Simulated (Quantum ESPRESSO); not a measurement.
**Sensitivity of a calculation on CdSnTe2 (R-3m, 4 atoms in the cell) to its settings**

```
CELL_PARAMETERS angstrom
      2.21105     1.27655     7.00953
     -2.21105     1.27655     7.00953
      0.00000    -2.55310     7.00953
ATOMIC_POSITIONS crystal
  Cd 0.00000 0.00000 0.00000
  Sn 0.50000 0.50000 0.50000
  Te 0.74560 0.74560 0.74560
  Te 0.25440 0.25440 0.25440
```

Base run A: PBEsol, GBRV 1.5 ultrasoft (PBESOL) pseudopotentials run with Quantum ESPRESSO, self-consistent single point.

Its settings: ecutwfc = 40 Ry; ecutrho = 200 Ry; occupations = smearing; smearing = cold; degauss = 0.019992 Ry; potentials = {Cd: cd_pbesol_v1.uspp.F.UPF, Sn: sn_pbesol_v1.4.uspp.F.UPF, Te: te_pbesol_v1.uspp.F.UPF}; K_POINTS = automatic 7 7 7 0 0 0; conv_thr = 1e-09 Ry.

The starting cell comes from a database of computed structures (which also holds hypothetical and non-ambient phases and stackings), without a prior relaxation at this level. Its lattice was rescaled by a random factor within 2.5 % of one. The run gives no clean gap (levels at the Fermi energy touch, overlap or are partly filled at this smearing), which alone does not show that the compound is a metal.

ΔF is the free energy per atom less that of run A. A dash stands where there is no value to compare (another energy zero or no entropy term, no result, no spin, no clean gap, or a mesh too coarse for one). Total energies depend on the potentials, the functional and any Hubbard or dispersion term, so they are compared only between runs that share all of them.

Run A gave: pressure (GPa) -1.39; largest force (eV/Å) 0.021; k-points 44.

Runs:
- B: K_POINTS: automatic 7 7 7 0 0 0 → automatic 7 7 7 0 0 1
- C: smearing: cold → mp; degauss: 0.019992 Ry → 0.0036749 Ry
- D: ecutrho: 200 Ry → 160 Ry
- E: ecutwfc: 40 Ry → 24 Ry; ecutrho: 200 Ry → 120 Ry
- F: ecutwfc: 40 Ry → 36 Ry; ecutrho: 200 Ry → 180 Ry
- G: vdw_corr: default → grimme-d3; dftd3_version: default → 4; dftd3_threebody: default → true [PBEsol-D3(BJ) with three-body term]
- H: K_POINTS: automatic 7 7 7 0 0 0 → automatic 8 8 8 0 0 0
- I: diagonalization: default → rmm-davidson
- J: use_all_frac: default → true

Problem. What does run F change against A?

Solution. The free energy rises by 7.7 meV/atom, the pressure goes from -1.39 to -1.86 GPa and the largest force hardly changes (0.021 to 0.020 eV/Å).

```csv
run,ΔF (meV/atom),pressure (GPa),largest force (eV/Å),k-points
A,0.00,-1.39,0.021,44
B,-3.3,-1.43,0.040,100
C,-0.48,-1.35,0.002,44
D,-0.10,-1.38,0.021,44
E,457.5,-10.19,0.020,44
F,7.7,-1.86,0.020,44
G,–,-3.29,0.020,44
H,-2.7,-1.43,0.045,65
I,0.00,-1.39,0.020,44
J,0.00,-1.39,0.021,44
```
